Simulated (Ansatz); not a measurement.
Base system: MgO in the rock salt structure (space group Fm-3m, No. 225; a = 4.254 Å).

Levels (all Ansatz, a program for electronic structure, PAW): PBE (420 eV, no spin-orbit coupling); r2SCAN (500 eV, scalar-relativistic without spin-orbit coupling).

Its gap is 4.46 eV with PBE and 5.34 eV with r2SCAN.

The change: cell and atoms relaxed at a pressure of 7 GPa.

With PBE the gap becomes 4.87 eV.

Problem. If the r2SCAN correction stayed the same, what would the r2SCAN gap be, and what does the r2SCAN run give?

Solution. A rigid correction of +0.88 eV gives 5.75 eV. The r2SCAN run gives 5.77 eV, so the two effects roughly add.

Single points use the geometry relaxed with PBE. Load acts through the strain it causes; cell and atoms are relaxed under it. Stability against distortions was not tested. Competing high-pressure phases were not computed.
